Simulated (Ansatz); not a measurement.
Structures of equal composition on the (111) surface of fcc Au: a layer of Ge in place of the second plane; a layer of Ge in place of the third plane. The slabs share one bottom face, and each structure is named by its start. These are constructed structures in small cells; real faces may alloy, dewet or reconstruct in larger ones, and not all known structures of the face are among them. Slabs of about 12 Å with all that they carry, Fermi-Dirac smearing of 0.1 eV. Bottom of the slabs: a bare face, its two planes held. Relaxed from the named starts with such symmetry as they have, on meshes of like density; energies extrapolated to zero smearing; no spin-orbit coupling, no U. Spin-polarised runs, if any, are marked in brackets, and their order is one that fits the cell; the others ran without spin.

All values below come from PBE (plane waves to 420 eV, PAW; Ansatz, a program for electronic structure).

Task: Rank these by energy per 1x1 cell (lowest first), as PBE gives it.

Result: a layer of Ge in place of the second plane (0.000 eV), a layer of Ge in place of the third plane (0.089 eV)
